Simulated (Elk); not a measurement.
A self-consistent single point of Tb (P-1, 2 atoms in the cell) with Elk.

Level of theory: PBE, spin-orbit coupling in second variation, all-electron FP-LAPW, Elk's shipped species files, default APW+lo basis (Elk 10.2.4).

```
Tb
1.0
    3.67248     0.00000     0.00000
   -1.83624     3.18046     0.00000
    0.00000     0.00000     5.60143
Tb
2
Cartesian
  0.02033   2.12581   1.39038
  1.81591   1.05465   4.21105
```
Moments meant for the start (each program seeds them in its own way; μB, in the order of the atoms Tb Tb): 6.0 6.0.

Reference input (self-consistent single point, DFT, PBE, all-electron FP-LAPW, Elk's shipped species files, default APW+lo basis): xctype = 20; spinpol = true; rgkmax = 7; stype = 0; swidth = 0.00499791 Ha; ngridk = 5 5 3; reducebf = 0.5; nempty = 10 per atom; bfcmt = [[0.0, 0.0, -6.0], [0.0, 0.0, -6.0]]. This run's input differs from it in these lines:

```diff
@@ -9,2 +9,5 @@
 
+spinorb
+  .true.
+
 reducebf
@@ -14,2 +17,5 @@
   7.0
+
+lmaxi
+  3
```

The program printed (abridged):

```
│ Self-consistent loop started │
│ Loop number : 1 │
 total energy                :     -23236.5462749
 total moment                :   0.4777946996E-04 -0.7566161159E-06   14.71679806
│ Loop number : 2 │
 total energy                :     -23245.6956678
 total moment                :   0.6875333073E-04  0.7834490975E-05   14.76416093
RMS change in Kohn-Sham potential (target) :    3.082787162     (  0.1000000000E-05)
Absolute change in total energy (target)   :    9.149392901     (  0.1000000000E-03)
│ Loop number : 3 │
 total energy                :     -23240.0356137
   [... lines left out ...]
 total energy                :     -23438.4304136
 total moment                :   0.4124642323     -0.2450722950      -12.38780057
RMS change in Kohn-Sham potential (target) :   0.2587492460E-05 (  0.1000000000E-05)
Absolute change in total energy (target)   :   0.4346709902E-03 (  0.1000000000E-03)
│ Loop number : 199 │
 total energy                :     -23438.4307983
 total moment                :   0.4125932270     -0.2453394384      -12.38779084
RMS change in Kohn-Sham potential (target) :   0.3199592589E-05 (  0.1000000000E-05)
Absolute change in total energy (target)   :   0.2760376519E-03 (  0.1000000000E-03)
│ Loop number : 200 │
Reached self-consistent loops maximum

Energies :
 Fermi                       :     0.219047704741
 xc effective B-field        :    -0.918608747374
 external B-field            :      0.00000000000
 total energy                :     -23438.4309556
 (external B-field energy excluded from total)

Density of states at Fermi energy :    558.4018121
 (states/Hartree/unit cell)

   [... lines left out ...]
Estimated indirect band gap :   0.1923831143E-03
Estimated direct band gap   :   0.8751807192E-03
   [... lines left out ...]
 muffin-tins (core leakage)
  species :    1 (Tb)
   atom    1                 :    63.09182085     (  0.7089405052E-05)
   atom    2                 :    63.09182085     (  0.7089405052E-05)
 total in muffin-tins        :    126.1836417
 total calculated charge     :    129.9995658
 total charge                :    130.0000000
 error                       :   0.4341577266E-03

Moments :
 interstitial                :   0.3417649355E-01 -0.1943700932E-01 -0.6615593466
 muffin-tins
  species :    1 (Tb)
   atom    1                 :   0.1905473329     -0.1139285900      -5.863067431
   atom    2                 :   0.1905473329     -0.1139285900      -5.863067431
 total in muffin-tins        :   0.3810946658     -0.2278571800      -11.72613486
 total moment                :   0.4152711594     -0.2472941893      -12.38769421

│ Self-consistent loop stopped │
```

The run ended unconverged after 200 iterations. 

The starting cell comes from a database of computed structures (which also holds hypothetical and non-ambient phases and stackings), without a prior relaxation at this level. Its atoms were displaced at random from the sites of space group no. 194. Values depend on the basis (sphere radii, cutoffs, local orbitals), which need not be converged.

Cost on one core of a shared machine: roughly 4 min.
